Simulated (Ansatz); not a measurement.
**Cu₂S (space group P6_3/mmc, No. 194; a cell from a computed database, its experimental status unchecked)**

```cif
data_Cu4S2
_chemical_formula_sum 'Cu4 S2'
_space_group_name_H-M_alt 'P63/mmc'
_space_group_IT_number 194
_space_group_name_Hall '-P 6c 2c'
_cell_length_a 4.20562
_cell_length_b 4.20562
_cell_length_c 5.19940
_cell_angle_alpha 90.000
_cell_angle_beta 90.000
_cell_angle_gamma 120.000
loop_
_atom_site_label
_atom_site_type_symbol
_atom_site_symmetry_multiplicity
_atom_site_Wyckoff_symbol
_atom_site_fract_x
_atom_site_fract_y
_atom_site_fract_z
_atom_site_occupancy
Cu1 Cu 2 b 0.00000 0.00000 0.25000 1
Cu2 Cu 2 d 0.66667 0.33333 0.25000 1
S1 S 2 c 0.33333 0.66667 0.25000 1
```

Computed with PBEsol, PAW, 420 eV (Ansatz, a quantum-chemistry and plane-wave program; without spin-orbit coupling). k-mesh 13×13×9 (Γ-centred); smearing 0.05 eV (Fermi–Dirac).

```yaml
volume_per_atom: 13.27 Å³
density: 6.64 g/cm³
band_gap: zero
total_energy: -4687.416 eV/atom (σ→0; compares only within this code and set-up)
```

No phonon test of stability was made. All final runs are without spin polarisation. The zero or small gap of Cu2S can change with the level of theory.
